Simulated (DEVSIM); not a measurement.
System: illuminated Si n-on-p cell, one wavelength, at 400 K.

Layer 1 from the left is Si, thickness (μm) 0.830, Nd (cm⁻³) 4.8e18, τn (s) 6.1e-8, τp (s) 3.2e-9, absorption coefficient (cm⁻¹) 5100. Layer 2 from the left is Si, thickness (μm) 290, Na (cm⁻³) 1.4e15, τn (s) 1.7e-7, τp (s) 1.7e-7, absorption coefficient (cm⁻¹) 5100.

Left contact: ohmic, minority hole recombination velocity 20000 cm/s. Right contact: ohmic, minority electron recombination velocity 3000 cm/s. Voltage is applied to the left contact. Recombination: SRH at mid-gap, radiative, Auger. Gap narrowing is on: ΔEg = 6.92 meV × (l + √(l² + 0.5)), l = ln(N/1.3e17 cm⁻³), shared equally by both band edges. Light enters at the left, 8.2e16 photons cm⁻² s⁻¹, one pass, no reflection. Mobility is μmin + (μ − μmin)/(1 + (N/Nref)^α).

Constants are typed, rounded textbook-type inputs, not results; the design itself was drawn at random and stands for no fabricated device. Values at 300 K; Nc and Nv go as T^1.5, mobilities as T to minus their exponent, the gap by Varshni's rule with the affinity fixed.

Si: gap (eV) 1.124, affinity (eV) 4.05, permittivity 11.7, Nc (cm⁻³) 2.86e19, Nv (cm⁻³) 3.1e19, μn (cm²/Vs) 1417, μp (cm²/Vs) 470, μn,min 52, μp,min 45, Nref,n 9.7e16, Nref,p 2.2e17, αn 0.68, αp 0.72, T exponent of μn 2.3, T exponent of μp 2.2, B (cm³/s) 4.7e-15, Cn (cm⁶/s) 2.8e-31, Cp (cm⁶/s) 9.9e-32, Varshni α (eV/K) 0.000473, Varshni β (K) 636.

Simulated with DEVSIM: 1D drift-diffusion, Boltzmann statistics, complete ionisation; no tunnelling, impact ionisation, image-force lowering or self-heating.

Dark forward current:

| |V| (V) | |J| (A/cm²) |
|---|---|
| 0.05 | 0.0001951 |
| 0.10 | 0.0009130 |
| 0.15 | 0.003628 |
| 0.20 | 0.01302 |
| 0.25 | 0.03788 |
| 0.30 | 0.08315 |
| 0.35 | 0.1452 |
| 0.40 | 0.2184 |
| 0.45 | 0.2991 |
| 0.50 | 0.3851 |
| 0.55 | 0.4751 |
| 0.60 | 0.5683 |
| 0.65 | 0.6643 |
| 0.70 | 0.7627 |
| 0.75 | 0.8634 |
| 0.80 | 0.9661 |
| 0.85 | 1.071 |
| 0.90 | 1.177 |
| 0.95 | 1.286 |
| 1.00 | 1.396 |
| 1.05 | 1.509 |
| 1.10 | 1.623 |
| 1.15 | 1.739 |
| 1.20 | 1.857 |
| 1.25 | 1.977 |
| 1.30 | 2.099 |

### Question
Work out the local ideality factor n = ΔV / (kT/q · ln(J2/J1)) between the rows 0.15 and 0.20 V, 1.25 and 1.30 V.

### Answer
kT/q = 34.47 mV. From 0.15 to 0.20 V: ln(0.01302/0.003628) = 1.278, n = 1.14. From 1.25 to 1.30 V: ln(2.099/1.977) = 0.060, n = 24.22.

### Question
What current could the absorbed light give at most, and what share is collected?

### Answer
Σ αd = 148, so qΦ(1 − exp(−Σ αd)) = 13.1 mA/cm². The simulated short-circuit current is 10.93 mA/cm², a share of 0.83.

### Question
Estimate the open-circuit voltage by superposition: the voltage at which the dark current equals that short-circuit current.

### Answer
Interpolating ln J in the table gives 0.193 V. The simulation gives 0.187 V; the estimate lies 6 mV above. Superposition holds where collection doesn't change with voltage.
